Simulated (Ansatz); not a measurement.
YN (Fm-3m) under hydrostatic pressure: hole conductivity mass by r2SCAN with spin-orbit coupling, rigid bands (plane waves, PAW; Ansatz, an electronic-structure program). The unloaded cell, whose axes the loads refer to:

```yaml
crystal:
  lattice:
    - [0.00000, 2.44787, 2.44787]
    - [2.44787, 0.00000, 2.44787]
    - [2.44787, 2.44787, 0.00000]
  atoms:
    - { symbol: Y, position: [0.00000, 0.00000, 0.00000] }
    - { symbol: N, position: [0.50000, 0.50000, 0.50000] }
```

```tsv
hydrostatic pressure (GPa)	volume per atom (Å³)	hole conductivity mass (mₑ)
-2	14.85	0.594
0	14.67	0.589
2	14.50	?
5	14.27	0.580
10	13.91	0.571
```

Q: Fit a straight line to ln(hole conductivity mass) against the load over the rows given, and predict the row at 2 GPa.

A: The means are x̄ = 3.250 GPa and ȳ = -0.5388; Σ(x − x̄)(y − ȳ) = -0.2808 and Σ(x − x̄)² = 86.75, so the slope is -0.324 % per GPa, and the rows given lie within 0.10 % of the line. At 2 GPa the line gives 0.586 mₑ; the calculation gives 0.585 mₑ, 0.14 % from it.

Masses are for dilute carriers at 300 K, harmonic means over directions unless an axis is named. Stresses and pressures are the targets of the relaxation. The structure type is held at every load. Geometry: cell and atoms relaxed with r2SCAN.
